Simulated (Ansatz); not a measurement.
Worked example: self-consistent single point of TePb2Se (R3m, 4 atoms in the cell) in Ansatz (an electronic-structure program)

Method of the run: LDA (PW92), default PAW files made with PBE (plane waves; Ansatz).

Input as run:

Ansatz 0.2 input:
```yaml
crystal:
  lattice:
    - [2.235864, 1.290877, 7.298322]
    - [-2.235864, 1.290877, 7.298322]
    - [0.000000, -2.581754, 7.298322]
  atoms:
    - { symbol: Te, position: [0.502284, 0.502284, 0.502284] }
    - { symbol: Pb, position: [0.744696, 0.744696, 0.744696] }
    - { symbol: Pb, position: [0.255304, 0.255304, 0.255304] }
    - { symbol: Se, position: [0.000000, 0.000000, 0.000000] }
basis:
  ecutwfc: 420.0 eV
kpoints:
  mp_grid:
    grid: [5, 5, 5]
hamiltonian:
  xc: lda
  pseudopotentials:
    kind: paw
scf:
  occupations:
    method: fixed
output:
  forces: true
  eigenvalues: true
  stress: true
```

Output (repeated stretches shortened):

```
WARN ansatz: RAYON_NUM_THREADS=1 ignored (pool sized by the plan → 1); use --threads N
basis.fft_grid_basis auto: the FFT boxes are laid along the combinations [[1, 0, -1], [0, 1, -1], [0, 0, 1]] of the cell's own vectors, 4.472, 4.472 and 7.742 …
Pseudopotentials: kind: paw
Pseudopotential: Te, paw, valence charge 16
Pseudopotential: Pb, paw, valence charge 14
Pseudopotential: Se, paw, valence charge 16
Crystal: 4 atoms, lattice volume = 126.388 Å³
Basis set: ecut = 420 eV, 2467 PW (Γ), FFT grids on a1−a3, a2−a3, a3
Bands: 36, of which v1, the nominal top of the filled ones, is band 30 counted from 1 (29 counted from 0)
Symmetry: 6 space group operations
Space group: R3m (ITA 160), of the structure as read, at distance tolerance 5.0e-5 Å
k-points: 19 of 125 (time reversal used)
PAW frozen core: Te, regenerated for the run's functional, and the local potential with it
PAW frozen core: Pb, regenerated for the run's functional, and the local potential with it
PAW frozen core: Se, regenerated for the run's functional, and the local potential with it
Initial density: superposition of atomic densities (neutral atoms: chi_scale 0, normalization atom), corrected by the library's trained network
Initial wavefunctions: pseudopotential atomic-orbital guess
Eigensolver: davidson
Functional: x = slater, c = lda
SCF iter   1: F=—  HF=-35416.853955 eV  |F-HF|=—  |Δ(HF+E_count)|=         —  Δρ=4.17e-3  dr2=1.63e-2  ethr=1.77e-3  ⟨swp⟩=5.0  Hψ=2317  notcnv=0  defer=65
all-band conjugate gradients solve this SCF's bands
preconditioner: auto → Resta (q_TF=auto, 2.410 Å⁻¹)
SCF iter   2: F=—  HF=-35416.845417 eV  |F-HF|=—  |Δ(HF+E_count)|=   8.54e-3  Δρ=2.18e-3  dr2=3.50e-3  ethr=2.71e-5  ⟨swp⟩=2.9  Hψ=1290  notcnv=0  defer=73
SCF iter   3: F=—  HF=-35416.844434 eV  |F-HF|=—  |Δ(HF+E_count)|=   9.83e-4  Δρ=3.88e-4  dr2=2.42e-4  ethr=5.84e-6  ⟨swp⟩=2.0  Hψ=1076  notcnv=0  defer=73
SCF iter   4: F=—  HF=-35416.844391 eV  |F-HF|=—  |Δ(HF+E_count)|=   4.35e-5  Δρ=1.44e-4  dr2=2.69e-5  ethr=4.04e-7  ⟨swp⟩=2.0  Hψ=807  notcnv=0  defer=69
SCF iter   5: F=—  HF=-35416.844400 eV  |F-HF|=—  |Δ(HF+E_count)|=   9.55e-6  Δρ=5.06e-5  dr2=8.36e-6  ethr=4.48e-8  ⟨swp⟩=2.0  Hψ=1225  notcnv=0  defer=46
SCF iter   6: F=—  HF=-35416.844398 eV  |F-HF|=—  |Δ(HF+E_count)|=   2.56e-6  Δρ=1.22e-5  dr2=1.36e-7  ethr=1.39e-8  ⟨swp⟩=2.0  Hψ=1225  notcnv=0  defer=46
SCF iter   7: F=-35416.844398 eV  HF=-35416.844398 eV  |F-HF|=1.41e-8  |Δ(HF+E_count)|=   1.26e-8  Δρ=4.33e-6  dr2=1.95e-8  ethr=1.67e-10  ⟨swp⟩=11.6  Hψ=3968  notcnv=0
SCF 1 converged in 7 iterations: F = -35416.844398 eV  dr2 = 1.95e-8
SCF converged after 7 iterations
Free energy (F): -35416.844398 eV
Harris-Foulkes:  -35416.844398 eV  (|F-HF|=1.41e-8)
Internal energy: -35416.844398 eV  (E = F + TS)
E sigma→0 (E₀):  -35416.844398 eV
Fermi energy:    8.248253 eV
--- Per-component energies (eV) ---
  E_band       = -771.949080
  E_kinetic    = 875.842188
  E_local      = -6012.941198  (includes V_loc(G=0)·N_el)
  E_nonlocal   = -185.756319
  E_hartree    = 2929.184212
  E_xc         = -666.128268
  E_vxc        = -470.691954  (∫ρ·V_xc dr)
  E_paw        = -26538.856065  (= ΣΔE_a)
  E_vpaw       = -836.761767  (= ΣTr[D̂ρ^β])
  E_aug_tail   = -0.000719  (compensation charges beyond the density's cutoff)
  E_ewald      = -5820.928826
  E_core_change = 2.740596  (= ΣΔE_core)
  E_smearing   = -0.000000  (= −TS)
  E_closure    = 0.000000  (closes the sum)
  Σ components = -35416.844398   (vs F -35416.844398, Δ=0.00e0)
--- Forces (eV/Å), atoms counted from 1 ---
  atom   1  Te     0.00000000    -0.00000000    -0.13795315
  atom   2  Pb     0.00000000    -0.00000000    -0.01654370
  atom   3  Pb     0.00000000    -0.00000000     0.02083922
  atom   4  Se     0.00000000     0.00000000     0.13369020
  max |Σ_I F_I| component: 3.26e-5 eV/Å
--- Stress (GPa, compression-positive) ---
       -2.584650       0.000000       0.000000
        0.000000      -2.584650       0.000000
        0.000000       0.000000      -2.603329
  P = ⅓ Tr σ = -2.5909 GPa (-25.909 kbar)
  The stress holds the Pulay correction. Without it, at fixed plane waves, as pw.x and ABINIT print it: P = -2.6150 GPa
--- Band table (eV; the first three rows and the last of 19) ---
  k-point 0: bands = ["-38.9945", "-38.9945", "-38.9848", "-38.9848", "-38.9802", "-27.7731", "-27.7731", "-27.7721", "-27.7573", "-27.7573", "-8.3962", "-8.3962", "-8.3778", "-8.3726", "-8.3726", "-8.3450", "-8.3450", "-8.3284", "-8.3151", [...]
  k-point 1: bands = ["-38.9945", "-38.9944", "-38.9848", "-38.9848", "-38.9802", "-27.7732", "-27.7731", "-27.7719", "-27.7573", "-27.7570", "-8.4112", "-8.3904", "-8.3767", "-8.3712", "-8.3693", "-8.3576", "-8.3404", "-8.3241", "-8.3182", [...]
  k-point 2: bands = ["-38.9945", "-38.9944", "-38.9848", "-38.9848", "-38.9802", "-27.7733", "-27.7731", "-27.7717", "-27.7573", "-27.7565", "-8.4349", "-8.3868", "-8.3841", "-8.3796", "-8.3606", "-8.3576", "-8.3381", "-8.3281", "-8.3098", [...]
  k-point 18: bands = ["-38.9945", "-38.9944", "-38.9848", "-38.9848", "-38.9802", "-27.7732", "-27.7731", "-27.7720", "-27.7573", "-27.7570", "-8.4101", "-8.3908", "-8.3791", "-8.3707", "-8.3676", "-8.3586", "-8.3403", "-8.3224", "-8.3182", [...]
```

The run converged in 7 iterations.

The starting cell comes from a database of computed structures (which also holds hypothetical and non-ambient phases and stackings), without a prior relaxation at this level. Its lattice was rescaled by up to half a per cent. One atom was moved a little off its site on purpose. Spin-orbit coupling is off. Ansatz's pressure includes its estimate of the finite-basis (Pulay) stress.
